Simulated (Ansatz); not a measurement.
Consider this model of amorphous Al₃₀O₄₈H₆.

```xyz
84
Lattice="9.6066 0.3635 -0.0652 0.3635 9.7298 -0.2277 -0.0652 -0.2277 10.0020" Properties=species:S:1:pos:R:3 pbc="T T T"
Al     2.7745     4.3125     6.5081
Al     1.2749     8.7160     7.0783
Al     9.8174     9.0675     2.3492
Al     1.5838     5.7214     1.9485
Al     5.2534     5.3792     8.1067
Al     4.1554     0.8461     1.1604
Al     7.7600     1.3797     1.7752
Al     5.3863     2.5585     6.8224
Al     9.6385     2.1315     5.8683
Al     5.5358     7.6607     5.6446
Al     0.6290     5.7808     6.1388
Al     7.6010     0.1841     4.7567
Al     1.1946     0.8058     9.6726
Al     8.3075     7.2886     0.9661
Al     6.8543     9.1369    -0.2520
Al     4.7100     0.2209     4.4470
Al     7.8886     0.9895     7.9696
Al     1.4866     1.1684     2.7737
Al     6.1479     5.8010     2.8539
Al     2.4346     7.9963     4.3265
Al     0.6275     3.6363     8.4551
Al     6.2169     2.9264    -0.0221
Al     7.3229     5.4978     5.7529
Al     3.8799     8.1822     8.7183
Al     1.5053     3.5057     4.1840
Al     6.1759     2.8813     4.1670
Al     4.4472     5.8102     0.5087
Al     8.8072     4.4847     1.3716
Al     2.5632     1.5884     7.2173
Al     3.8631     3.5182     2.0794
O      9.2419     8.9223     7.5679
O      5.3746     4.0747     3.0151
O      7.2024     1.5383     3.5200
O      8.1435     1.1721     6.1454
O      5.5941     4.5258     9.6681
O      2.3201     0.9519     1.0985
O      9.1463     1.3601     9.1346
O      7.3455     7.2206     9.4876
O      0.4797     7.0661     1.4955
O      7.7273     5.8601     1.9369
O      8.5918     6.3463     6.9709
O      6.5865     2.4156     8.1978
O      2.4205     2.7258     5.8906
O      4.2414     1.2192     7.4689
O      4.1094     8.4454     4.6684
O      4.4017     4.1162     7.1579
O      4.5687     8.3962     7.1077
O      0.4545     2.0711     4.2218
O      0.5730     4.4163     2.6724
O      4.5445     2.5811     0.7647
O      1.8505     2.2562     8.7273
O      4.9768     6.6611     1.9095
O      2.2700     8.9679     8.5781
O      1.2831     0.5187     6.5273
O      1.9682     5.0007     5.0639
O      3.0449     4.9112     1.2035
O      9.6584     4.8686    -0.0966
O      2.6345     6.6501     3.1183
O      6.8923     9.5075     7.9925
O      6.7076     3.8104     5.5739
O      2.6259     2.7139     3.0394
O      4.0270     6.4343     8.9845
O      4.9774     9.1863    -0.1021
O      7.6343     3.1827     1.2512
O      4.4866     0.5690     2.8093
O      6.4616     9.1206     5.0276
O      6.3402     6.4364     4.4694
O      1.5630     7.4328     5.8761
O      9.1223     8.8122     3.9268
O      9.4047     3.4678     6.9460
O      1.5615     5.0167     7.5997
O      1.8854     9.2139     3.1817
O      5.0708     1.8858     5.1371
O      6.5234     1.1450     0.5196
O      8.9566     5.5684     4.8482
O      6.0291     6.2928     6.8514
O      8.0534     9.0170     1.4207
O      9.5177     1.0580     1.8734
H      5.6960     0.2914     8.0891
H      9.1317     5.5394     3.8851
H      3.5769     6.7319     2.7249
H      4.5883     9.4157     6.9979
H      8.6977     8.1972     7.2071
H      8.3100     6.5216     7.9046
```

Level of theory: PBE, scalar-relativistic without spin-orbit coupling (plane waves to 420 eV, PAW; Ansatz, a first-principles code).

Preparation: random packing, a CHGNet melt and quench, and a DFT relaxation. O atoms were pushed apart under 1.9 Å during the dynamics, to hinder bonds among them. The hot cell started wider than the set density and was brought back towards it in steps. It is the lowest in DFT energy of 2 quenches. It is a model cell: composition and starting density were chosen by hand, and all elements were melted together. No dispersion term was used. Its density started from a set value of 3.01 and ended at 2.82 g/cm³. The simulated quench (nominally 1800 K/ps over its main leg) is rapid and tends to freeze in more defects than a deposited or slowly cooled glass has. One small periodic cell is one sample of the glass; other quenches scatter about these values. Volume and shape were free in the relaxation.

Bonds are counted up to Al-Al 2.66 Å, Al-O 2.28 Å, Al-H 1.82 Å, O-O 1.58 Å, O-H 1.24 Å, H-H 0.90 Å. Two cations that share two anions don't count as bonded, nor two that share one unless they lie closer than Al-Al 2.59 Å.

Q: Give the coordination numbers, mean bond lengths and angles.

A: 
```
Item                                                               Value
---------------------------------  -------------------------------------
Mean coordination of Al by anions            4.37 (19 with 4, 11 with 5)
Mean coordination of O              2.85 (8 with 2, 39 with 3, 1 with 4)
Mean coordination of H                                   1.00 (6 with 1)
Mean Al-O bond                     1.834 Å (spread 0.083 Å, 131 counted)
Mean O-H bond                        0.997 Å (spread 0.020 Å, 6 counted)
Bond angle at Al                               mean 107.9°, spread 19.8°
Bond angle at O                                mean 117.3°, spread 17.3°
```

Q: List the pairs of like atoms that count as bonded by the rules above.

A: There are none by these rules.
